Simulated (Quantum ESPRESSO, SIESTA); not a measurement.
A SIESTA input for a self-consistent single point of SnO (Cmc2_1, 8 atoms in the cell) (DFT, LDA PW92, numerical atomic orbitals DZP, PseudoDojo LDA standard norm-conserving potentials (rewritten from UPF to PSML)):

```
# files in the folder: Sn.psml O.psml (PseudoDojo LDA standard)
SystemName  SnO
SystemLabel SnO

NumberOfAtoms                8
NumberOfSpecies              2
%block ChemicalSpeciesLabel
  1 50 Sn
  2 8 O
%endblock ChemicalSpeciesLabel
LatticeConstant              1.0 Ang
%block LatticeVectors
     2.250903000   -2.778397000    0.000000000
     2.250903000    2.778397000    0.000000000
     0.000000000    0.000000000   12.154142000
%endblock LatticeVectors
AtomicCoordinatesFormat      Ang
%block AtomicCoordinatesAndAtomicSpecies
     2.250903000   -2.623973695   12.152075796  1
     2.250903000    2.623973695    6.075004796  1
     2.250903000   -0.686597467    9.367440322  1
     2.250903000    0.686597467    3.290369322  1
     2.250903000   -0.515170372   11.539750122  2
     2.250903000    0.515170372    5.462679122  2
     2.250903000    2.752002228    9.985113819  2
     2.250903000   -2.752002228    3.908042819  2
%endblock AtomicCoordinatesAndAtomicSpecies

XC.functional                LDA
XC.authors                   PW92
PAO.BasisSize                DZP
PAO.EnergyShift              0.01 Ry
MeshCutoff                   400 Ry
%block kgrid.MonkhorstPack
    4   0   0  0.0
    0   4   0  0.0
    0   0   2  0.0
%endblock kgrid.MonkhorstPack
OccupationFunction           FD
ElectronicTemperature        10 K

MaxSCFIterations             150
SCF.Mixer.Method             Broyden
SCF.Mixer.Weight             0.2
SCF.Mixer.History            8
SCF.DM.Tolerance             1.0E-05
Diag.ParallelOverK           true
WriteForces                  true
```

**Question.** Write the same calculation as an input for Quantum ESPRESSO.

**Answer.** This is the input that was run; spellings and numerical settings could be chosen otherwise.

```fortran
&control
  calculation = 'scf'
  prefix = 'sno'
  outdir = './work'
  pseudo_dir = './'
  verbosity = 'high'
  tprnfor = .true.
  tstress = .true.
/
&system
  ibrav = 9
  celldm(1) = 8.5071804062
  celldm(2) = 1.234347726224
  celldm(3) = 2.699836909898
  nat = 8
  ntyp = 2
  ecutwfc = 40
  ecutrho = 200
  occupations = 'fixed'
  nbnd = 48
/
&electrons
  conv_thr = 1.0d-10
  mixing_beta = 0.7
/
ATOMIC_SPECIES
Sn   118.7100  sn_lda_v1.4.uspp.F.UPF
O     15.9990  o_lda_v1.2.uspp.F.UPF
ATOMIC_POSITIONS crystal
Sn   -0.9722100000    0.0277900000   -0.9998300000
Sn   -0.0277900000    0.9722100000   -0.4998300000
Sn   -0.6235600000    0.3764400000   -0.7707200000
Sn   -0.3764400000    0.6235600000   -0.2707200000
O    -0.5927100000    0.4072900000   -0.9494500000
O    -0.4072900000    0.5927100000   -0.4494500000
O    -0.0047500000    0.9952500000   -0.8215400000
O    -0.9952500000    0.0047500000   -0.3215400000
K_POINTS automatic
4 4 2  0 0 0
```

Basis, cutoffs, solver keys and any potentials are the target program's own. This input uses DFT, LDA (PZ), plane waves, GBRV 1.5 ultrasoft (LDA) pseudopotentials. LDA parametrisations can differ slightly between programs.

The starting cell comes from a database of computed structures (which also holds hypothetical and non-ambient phases and stackings), without a prior relaxation at this level. Its lattice was rescaled by a random factor within 2.5 % of one.
